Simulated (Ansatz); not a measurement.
For BGe2Sb (model structure, started from the BC2N type, R3m, No. 160, 4 atoms in the cell), PBEsol (PAW; Ansatz, an electronic-structure program) gives:

| Quantity | Value |
|---|---|
| equilibrium lattice constant a | 3.762 Å |
| lattice parameter c | 19.762 Å |
| bulk modulus B0 | 71.1 GPa |
| cohesive energy | 4.15 eV/atom |

Q: What does r²SCAN in Ansatz (PAW) give for the same quantities?

A: 
- lattice constant a: 3.807 Å (increases by 1.2 %)
- lattice parameter c: 19.675 Å (shrinks by 0.4 %)
- bulk modulus: 76.5 GPa (goes up by 7.6 %)
- cohesive energy: 3.75 eV/atom (shrinks by 0.40 eV/atom)

Changes are worked out from the printed values.

Unless a cell is named, each level is at its own relaxed cell (PBEsol 20.19, r²SCAN 20.58 Å³/atom).

Levels without +SOC leave out spin–orbit coupling, which shifts energies and cells of such heavy elements.

Caveats: the bulk modulus is −V dP/dV from two relaxed cells at ±2 % in volume (PBEsol, r²SCAN). Ansatz's density-functional and Hartree–Fock values are scalar-relativistic unless marked +SOC, with PAW data made under PBE.

A model structure was made by putting elements into a prototype or built by hand; it is no filed structure, need not be a known phase, and can be a saddle point held by its symmetry.
